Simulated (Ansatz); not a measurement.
Start from GaP in the zinc blende structure (space group F-43m, No. 216).

```xyz
2
Lattice="0.0000 2.6957 2.6957 2.6957 0.0000 2.6957 2.6957 2.6957 0.0000" Properties=species:S:1:pos:R:3 pbc="T T T"
Ga     0.0000     0.0000     0.0000
P      1.3478     1.3478     1.3478
```

Cartesian axes are those of the cell as printed.

Level of theory: plane-wave PAW DFT at the LDA level (Ansatz, a program for electronic structure, 420 eV), no spin-orbit coupling.

For the base:

The shortest interatomic distance is 2.335 Å and the band gap is 1.38 eV. The smallest direct gap is 1.88 eV and the valence-band top at Γ is 0.00, 0.00, 0.00 eV.

Perturbation: biaxial strain −3.00 %, plane normal [001], relaxed out of plane (Cartesian); in-plane vectors clamped, the third vector and the atoms free.

Problem. Estimate the effect on the shortest interatomic distance.

Solution. The shortest interatomic distance falls by 0.0253 Å (2.335 Å → 2.309 Å).

Problem. What happens to the out-of-plane strain?

Solution. The out-of-plane strain is +2.65 %.

Problem. What happens to the band gap?

Solution. The band gap decreases by 0.345 eV (1.38 eV → 1.04 eV).

Problem. Predict the new smallest direct gap.

Solution. The smallest direct gap rises by 0.14 eV to 2.02 eV.

Problem. Estimate the effect on the valence-band top at Γ.

Solution. The valence-band top at Γ (three highest levels, from the VBM) goes from 0.00, 0.00, 0.00 eV to 0.00, 0.00, -0.37 eV.

Semilocal Kohn–Sham gaps tend to fall short of experiment. Stability against distortions was not tested.
